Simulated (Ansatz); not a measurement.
**Hf, response to strain**

Start from Hf in the hcp (Mg type) structure (space group P6_3/mmc, No. 194; a = 3.204 Å, c = 5.073 Å; relaxed with 0.1 eV smearing). Axes: x lies along a and z along c of the hexagonal cell.

Strains are applied to the cell and any free atomic positions relax; under biaxial strain the out-of-plane vector relaxes too.

All numbers come from PBE/PAW in Ansatz (a quantum-chemistry and plane-wave program), no SOC.

Notes on the quantities. pressure: mean of the normal stresses, compression positive.

```tsv
change	out-of-plane strain	pressure	shortest interatomic distance
base	–	0.0 GPa	3.139 Å
biaxial strain −3.00 %, plane normal [001], relaxed out of plane	+2.22 %	(withheld)	3.108 Å
biaxial strain −2.50 %, plane normal [001], relaxed out of plane	+1.82 %	3.6 GPa	3.124 Å
biaxial strain −2.00 %, plane normal [001], relaxed out of plane	+1.44 %	(withheld)	3.140 Å
biaxial strain −1.50 %, plane normal [001], relaxed out of plane	+1.07 %	2.1 GPa	3.145 Å
biaxial strain −1.00 %, plane normal [001], relaxed out of plane	+0.70 %	1.4 GPa	3.143 Å
biaxial strain −0.50 %, plane normal [001], relaxed out of plane	+0.35 %	0.7 GPa	3.141 Å
biaxial strain +1.00 %, plane normal [001], relaxed out of plane	-0.68 %	-1.3 GPa	3.136 Å
biaxial strain +2.00 %, plane normal [001], relaxed out of plane	-1.34 %	-2.5 GPa	(withheld)
biaxial strain +3.00 %, plane normal [001], relaxed out of plane	-1.99 %	(withheld)	3.132 Å
```

Fill in the withheld entries from the trend.


- biaxial strain −3.00 %, plane normal [001], relaxed out of plane, pressure: 4.4 GPa
- biaxial strain −2.00 %, plane normal [001], relaxed out of plane, pressure: 2.8 GPa
- biaxial strain +2.00 %, plane normal [001], relaxed out of plane, shortest interatomic distance: 3.134 Å
- biaxial strain +3.00 %, plane normal [001], relaxed out of plane, pressure: -3.7 GPa

Whether these cells are dynamically stable was not tested. All final runs are without spin polarisation.
